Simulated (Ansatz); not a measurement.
# How far to go with the k-point mesh: GaCuGeSe4 (C2, 7 atoms in the cell)

```
GaCuGeSe4
1.0
   -2.76146     2.76146     5.42151
    2.76146    -2.76146     5.42151
    2.76146     2.76146    -5.42151
Ga Cu Ge Se
1 1 1 4
Cartesian
  0.00000   0.00000   5.47150
  2.76146   0.00000   2.71075
  0.00000   2.76146   2.71075
  1.31374   1.28988  -1.29628
  1.28988   4.20918   1.29628
  1.44772   1.47158   4.12522
  1.47158  -1.44772   6.71779
```

Method: LDA (PW92), default PAW files made with PBE (plane waves; Ansatz, an electronic-structure program).

Base settings: basis.ecutwfc = 420 eV; kpoints.mp_grid.grid = 3 3 3; hamiltonian.xc = lda; hamiltonian.pseudopotentials = {kind: paw} (the program's default PAW files); scf.occupations.method = fixed.

The second cell is the first with its lattice scaled by 0.98.

Only quantities that move along the ladder and can be compared are tabulated.

The count of work is k-points × plane waves × bands × iterations; it is no time. Core times come from one kind of shared machine, to one figure; runs under 30 s give none.

The starting cell comes from a database of computed structures (which also holds hypothetical and non-ambient phases and stackings), without a prior relaxation at this level. Its lattice was rescaled by up to half a per cent. One atom was moved a little off its site on purpose. In the base run, with a pressure of about -3 GPa the cell is away from its equilibrium volume at this level. Ansatz's pressure includes its estimate of the finite-basis (Pulay) stress.

| kpoints.mp_grid.grid | free energy less the last step's (meV/atom) | energy of the compressed cell less the first (meV/atom) | pressure (GPa) | largest difference of a force vector from the last step's (eV/Å) | count of work / last | core time / last (rough) |
|---|---|---|---|---|---|---|
| 2 2 2 | 35.37 | -10.38 | -3.06 | 0.081 | 0.014 | – |
| 3 3 3 | 5.24 | -12.30 | -3.28 | 0.027 | 0.021 | – |
| 4 4 4 | 0.98 | -12.39 | -3.29 | 0.007 | 0.050 | – |
| 5 5 5 | 0.26 | -12.38 | -3.28 | 0.002 | 0.082 | 0.09 |
| 6 6 6 | 0.08 | -12.37 | -3.28 | 0.001 | 0.14 | 0.1 |
| 7 7 7 | 0.03 | -12.37 | -3.28 | 0.000 | 0.21 | 0.2 |
| 8 8 8 | 0.01 | -12.36 | -3.28 | 0.000 | 0.32 | 0.3 |
| 9 9 9 | 0.00 | -12.36 | -3.28 | 0.000 | 0.43 | 0.5 |
| 10 10 10 | 0.00 | -12.36 | -3.28 | 0.000 | 0.59 | 0.6 |
| 11 11 11 | 0.00 | -12.36 | -3.28 | 0.000 | 0.77 | 0.7 |
| 12 12 12 | 0.00 | -12.36 | -3.28 | 0.000 | 1.0 | 1 |

Coarsest kpoints.mp_grid.grid that holds the free energy within 0.5 meV/atom of the last step, with all finer ones: 5 5 5, at 0.082 of the last step's count of work and about 0.09 of the last step's time; the step before is off by 0.98 meV/atom.

Coarsest kpoints.mp_grid.grid that holds the energy of the compressed cell less the first within 0.5 meV/atom of the last step, with all finer ones: 3 3 3, at 0.021 of the last step's count of work; the step before is off by 2.0 meV/atom.

Coarsest kpoints.mp_grid.grid that holds the forces within 0.02 eV/Å of the last step, with all finer ones: 4 4 4, at 0.050 of the last step's count of work; the step before is off by 0.027 eV/Å.

The energy difference between the two cells stays within 1 meV/atom of the last step's from 3 3 3 on, the total only from 4 4 4 on: much of the error is common to both cells and cancels.

Left out of this page: 1 run of the series stopped by limits of time or memory.

Keys are those of Ansatz 0.2.
